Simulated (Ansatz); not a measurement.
The reference is GaAs in the zinc blende structure (space group F-43m, No. 216).

```
CELL_PARAMETERS angstrom
      0.00000     2.83335     2.83335
      2.83335     0.00000     2.83335
      2.83335     2.83335     0.00000
ATOMIC_POSITIONS crystal
  As 0.75000 0.75000 0.75000
  Ga 0.00000 0.00000 0.00000
```

Method: Ansatz (a quantum-chemistry and plane-wave program), r2SCAN, PAW, cutoff 500 eV, spin-orbit coupling left out.

Base values:

- Smallest direct gap: 0.96 eV
- Valley order: Γ 0.96 eV; L along ⟨111⟩ 1.35 eV; a point along ⟨100⟩, about 1.0 Å⁻¹ from Γ 1.72 eV
- Density: 5.28 g/cm³
- Shortest interatomic distance: 2.454 Å

One thing is altered: cell and atoms relaxed at a pressure of 30 GPa.

Question: What does the calculation give for the smallest direct gap, valley order, density and shortest interatomic distance after the change?

Answer: The smallest direct gap increases by 2.06 eV to 3.02 eV; the valley order (the lowest conduction-band minima on the path, energy above the VBM, named in the base's zone) becomes a point along ⟨100⟩, about 1.0 Å⁻¹ from Γ 1.23 eV; L along ⟨111⟩ 2.15 eV; Γ 3.02 eV (base: Γ 0.96 eV; L along ⟨111⟩ 1.35 eV; a point along ⟨100⟩, about 1.0 Å⁻¹ from Γ 1.72 eV); the density increases by 1.44 g/cm³ to 6.72 g/cm³; the shortest interatomic distance drops by 0.190 Å (2.454 Å → 2.264 Å).

Load acts through the strain it causes; cell and atoms are relaxed under it. Whether these cells are dynamically stable was not tested. Measured, GaAs leaves this structure (for a Cmcm phase) near 15 GPa (room temperature; as listed in arXiv:1906.07825).
